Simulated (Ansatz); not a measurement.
Reference: La₂O₃ (P-3m1), PBEsol, rigid bands (plane waves, PAW, scalar-relativistic; Ansatz, a quantum-chemistry and plane-wave program); axes and stresses refer to this cell.

```
La2O3
1.0
    3.90609     0.00000     0.00000
   -1.95304     3.38277     0.00000
    0.00000     0.00000     6.04018
La O
2 3
Cartesian
  1.95304   1.12759   4.55810
  0.00000   2.25518   1.48208
  1.95304   1.12759   2.13805
  0.00000   2.25518   3.90213
  0.00000   0.00000   0.00000
```

hole conductivity mass: 2.2 mₑ
Seebeck coefficient, n-type 1e19 cm⁻³: -495 μV/K
electron mass along z: 1.08 mₑ

Problem. Change: hydrostatic pressure 15 GPa with spin-orbit coupling. What happens to hole conductivity mass, Seebeck coefficient, n-type 1e19 cm⁻³, electron mass along z?

Solution. hole conductivity mass shrinks to 1.83 mₑ; Seebeck coefficient, n-type 1e19 cm⁻³ drops in size to -381 μV/K; electron mass along z goes up to 1.18 mₑ.

Masses are for dilute carriers at 300 K, harmonic means over directions unless an axis is named. Seebeck coefficients are for the stated density at 300 K, with one relaxation time for all states and whether or not that doping can be reached. Spin-orbit coupling is left out unless a row names it. Stresses and pressures are the targets of the relaxation.  The structure type is held under load, also where the real crystal would transform.
